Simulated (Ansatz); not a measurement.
Defect migration in wurtzite AlN: interstitial Mg, charge state +2. The step: one Mg atom jumps by itself; the atom moves 2.56 Å along (-0.82, -0.82, 0.00) of the unit cell; the moving atom starts with neighbours 2 Al at 2.39, Al at 2.43, 2 Al at 2.51; N at 1.95, 2 N at 2.15, 2 N at 2.23 Å and ends with 2 Al at 2.39, Al at 2.43, 2 Al at 2.51; N at 1.95, 2 N at 2.15, 2 N at 2.23 Å. DFT values are from Ansatz (plane-wave PAW, 420 eV unless said) in a cell of 72 host sites, spin-restricted, static, with no finite-size correction. The charge state is imposed; whether it is stable for some Fermi level was not computed. Sites that were not tried may lie lower. For the PBE band: the saddle point's order was not checked, and it lies on a symmetry element of the cell, where a band can be held.

```csv
Level,Forward barrier (eV)
"PBE, a 2×2×2 k-point mesh shifted by half a step along c, band relaxed",1.35
"PBE, a 3×3×3 k-point mesh shifted by half a step along c, same geometries",1.35
"r2SCAN at 500 eV, a 2×2×2 k-point mesh shifted by half a step along c, same geometries",1.46
"HSE06, a 2×2×2 k-point mesh shifted by half a step along c, same geometries",1.44
"HSE06, a 2×2×2 k-point mesh shifted by half a step along c, ends and band relaxed with HSE06",[?]
```

Q: What belongs in the gaps?

A: 
- HSE06, a 2×2×2 k-point mesh shifted by half a step along c, ends and band relaxed with HSE06, Forward barrier (eV): 1.43

Ansatz is an electronic-structure program.
